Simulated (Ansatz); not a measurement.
The reference is a 16-atom supercell of GaN in the zinc blende structure (space group F-43m, No. 216; a = 4.498 Å) at its relaxed geometry.

The values are results of plane-wave PAW DFT at the r2SCAN level (Ansatz, a program for electronic structure, 500 eV), no spin-orbit coupling, earlier PAW set, not measurements.

Before the change:

The mean distance from the defect site to its nearest host atoms is 1.95 Å and the pressure is 0.0 GPa.

Modification: a neutral Ga vacancy, atoms relaxed at fixed cell, starting from a slightly rattled geometry.

Q: Predict the new mean distance from the defect site to its nearest host atoms.

A: The mean distance from the defect site to its nearest host atoms goes up by 0.17 Å to 2.12 Å.

Q: What happens to the pressure?

A: The pressure goes from zero to 2.5 GPa.

Other magnetic orders, which the real material may have, were not ruled out. The cell is small, so the values are those of an ordered compound at a high defect concentration; dilute-limit values will differ. The defect cell is spin-polarised and ends with 3.0 μB. This is not the structure that GaN has at room temperature and ambient pressure.
